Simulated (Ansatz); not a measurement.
A computed series for SrHfN2: response to strain

Consider SrHfN₂ (space group R-3m, No. 166; a cell from a computed database, its experimental status unchecked).

```yaml
crystal:
  lattice:
    - [1.65990, 0.95835, 5.86111]
    - [-1.65990, 0.95835, 5.86111]
    - [0.00000, -1.91669, 5.86111]
  atoms:
    - { symbol: Sr, position: [0.00000, 0.00000, 0.00000] }
    - { symbol: Hf, position: [0.50000, 0.50000, 0.50000] }
    - { symbol: N, position: [0.23313, 0.23313, 0.23313] }
    - { symbol: N, position: [0.76687, 0.76687, 0.76687] }
```

Cartesian axes are those of the cell as printed.

Strains are applied to the cell and any free atomic positions relax.

Levels (all Ansatz, a program for electronic structure, PAW): PBEsol (420 eV, without spin-orbit coupling); r2SCAN (500 eV, scalar-relativistic without spin-orbit coupling); HSE06 (420 eV, no spin-orbit coupling).

Band gaps by level, all at the geometries relaxed with PBEsol:

```json
[
 {"case": "base", "PBEsol": "0.17 eV", "r2SCAN": "0.60 eV", "HSE06": "1.15 eV"},
 {"case": "uniaxial strain ε_xx = +0.16 %", "PBEsol": "0.16 eV", "r2SCAN": "0.60 eV", "HSE06": "1.15 eV"},
 {"case": "uniaxial strain ε_xx = +3.19 %", "PBEsol": "0.11 eV", "r2SCAN": "0.54 eV", "HSE06": "1.10 eV"},
 {"case": "uniaxial strain ε_xx = +4.17 %", "PBEsol": "0.09 eV", "r2SCAN": "0.52 eV", "HSE06": "1.08 eV"},
 {"case": "uniaxial strain ε_yy = −5.44 %", "PBEsol": "zero", "r2SCAN": "0.11 eV", "HSE06": "–"},
 {"case": "strain tensor (xx, yy, zz, yz, xz, xy) = (−1.90, −0.61, −0.94, +0.87, −0.11, +0.58) %", "PBEsol": "zero", "r2SCAN": "0.45 eV", "HSE06": "1.00 eV"}
]
```

Single points use the geometry relaxed with PBEsol. HSE06 was sampled on its mesh, a few special points and the semilocal edge points, so its gap is an upper bound. The mesh was chosen for an insulator and is coarse for the gapless case. With Hf present, leaving out spin-orbit coupling can change the band edges. Stability against distortions was not tested. The final runs are not spin-polarised. Gaps under 0.05 eV, about the width of the smearing, are given as zero. The zero or small gap of SrHfN2 can change with the level of theory.
